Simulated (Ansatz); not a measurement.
The (0001) surface of rhombohedral Sb in its 1x1 cell, outermost plane spacing 1.54 Å in the ideal cut

Calculation: PBE with D3(BJ) dispersion (plane waves to 420 eV, PAW; Ansatz, a first-principles code).

Set-up: 8 atoms, 12.6 Å thick at the start; mesh 10x10x1; 0.1 eV smearing; dipole correction on; all atoms relaxed; held to the start's symmetry, so lower structures may exist; no spin, no spin-orbit, no U.

The surface energy (mean of both faces) is 0.43 J/m², the surface energy before relaxation is 0.44 J/m² and the work function of the top face comes out as 4.19 eV. The energy released by relaxation comes out as 0.010 eV. The cost is about 110 core-seconds (a rough figure).
